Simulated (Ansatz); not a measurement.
Consider O-vacancy pair (O on one host C site, one C site vacant) in 3C silicon carbide, neutral cell. The step: a nearby C atom hops onto the vacant site (O-vacancy distance between ideal sites 3.10 Å throughout) (strongly reconstructed ends); the atom moves 3.15 Å along (-0.51, 0.51, 0.00) of the unit cell; at the start one Si stands off the lattice site; at the end one Si stands off the lattice site; the moving atom starts with neighbours Si at 1.87, 2 Si at 1.90, Si at 1.91 Å and ends with Si at 1.87, 2 Si at 1.90, Si at 1.91 Å. A PBE band in Ansatz (plane-wave PAW, a 2×2×2 k-point mesh shifted by half a step, 64 host sites, 92 SCF runs with any check of the saddle's order, static, no finite-size correction) gives a forward barrier of 3.14 eV. The saddle point's order was not checked, and it lies on a symmetry element of the cell, where a band can be held. The charge state is imposed; whether it is stable for some Fermi level was not computed. Forms of the defect that were not tried may lie lower.

Single points at the band's start and saddle point can refine it. Rough cost of one point, in units of the band's mean SCF on the same machine:

```tsv
Level	Cost of one point
PBE, a 3×3×3 k-point mesh shifted by half a step	about 5
r2SCAN at 500 eV, a 2×2×2 k-point mesh shifted by half a step	about 3
```

### Question
Which of these move the barrier by more than 0.1 eV, and how far does each move it?

### Answer
PBE, a 3×3×3 k-point mesh shifted by half a step: +0.02 eV; r2SCAN at 500 eV, a 2×2×2 k-point mesh shifted by half a step: +0.37 eV. Each functional is compared with PBE at the same k-points.

Ansatz is a quantum-chemistry and plane-wave program.
